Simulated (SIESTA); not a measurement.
Band structure of AlN (F-43m, 2 atoms in the cell).

```
CELL_PARAMETERS angstrom
      0.00000     2.17460     2.17460
      2.17460     0.00000     2.17460
      2.17460     2.17460     0.00000
ATOMIC_POSITIONS crystal
  Al 0.00000 0.00000 0.00000
  N  0.75000 0.75000 0.75000
```

Method of the run: SIESTA 5.4.2 with GGA PBE, numerical atomic orbitals DZP, PseudoDojo PBE standard norm-conserving potentials (rewritten from UPF to PSML).

Settings: XC.functional = GGA; XC.authors = PBE; potentials = PseudoDojo PBE standard; PAO.BasisSize = DZP; PAO.EnergyShift = 0.01 Ry; MeshCutoff = 350 Ry; kgrid.MonkhorstPack = 9 9 9; OccupationFunction = FD; ElectronicTemperature = 10 K; MaxSCFIterations = 150; SCF.Mixer.Method = Broyden; SCF.Mixer.Weight = 0.25; SCF.Mixer.History = 8; SCF.DM.Tolerance = 1.0E-04.

The starting cell comes from a database of computed structures (which also holds hypothetical and non-ambient phases and stackings), without a prior relaxation at this level. Its lattice was rescaled by a random factor within 2.5 % of one. Values carry the incompleteness of an atom-centred basis.

**Question.** Predict the gap along the standard path and the places of the band edges.

**Answer.** The gap along the path is 3.30 eV, from a point between K and Γ to X; the smallest direct gap on it is 4.53 eV.

Levels in eV from the top of the valence band on the path, bands 1 to 5:
| point | 1 | 2 | 3 | 4 | 5 |
|---|---|---|---|---|---|
| Γ | -15.06 | 0.00 | 0.00 | 0.00 | 4.53 |
| X | -12.28 | -4.96 | -1.81 | -1.81 | 3.30 |
| W | -12.21 | -3.77 | -3.51 | -2.75 | 6.10 |
| K | -12.30 | -4.27 | -3.71 | -1.40 | 5.19 |
| L | -12.95 | -5.96 | -0.49 | -0.49 | 7.69 |
| U | -12.30 | -4.27 | -3.71 | -1.40 | 5.19 |

Higher empty bands are left out: an atom-centred basis made for the valence describes them poorly.
